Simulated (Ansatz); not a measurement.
The parent structure is LiF in the rock salt structure (space group Fm-3m, No. 225; a = 4.0079 Å).

Computed with PBEsol (Ansatz, an electronic-structure program), no spin-orbit coupling.

Base values:

| Property | Value |
|---|---|
| Lattice parameter a | 4.008 Å |
| Valley order | Γ 9.05 eV; L along ⟨111⟩ 10.67 eV |
| Electron mass | 0.88 mₑ (at Γ) |

The change: cell and atoms relaxed at a pressure of 3 GPa.

What does the calculation give for the lattice parameter a, valley order, mean gap deformation potential ΔEg/Δln V and electron mass after the change?

The lattice parameter a drops by 0.051 Å, from 4.008 Å to 3.957 Å; the valley order (the lowest conduction-band minima on the path, energy above the VBM, named in the base's zone) changes from Γ 9.05 eV; L along ⟨111⟩ 10.67 eV to Γ 9.40 eV; L along ⟨111⟩ 10.86 eV; the mean gap deformation potential ΔEg/Δln V amounts to -9.2 eV; the electron mass goes from 0.88 mₑ (at Γ) to 0.91 mₑ (at Γ).

Load acts through the strain it causes; cell and atoms are relaxed under it. Masses are band curvatures over ±0.01 Å⁻¹ around the edge. Stability against distortions was not tested.
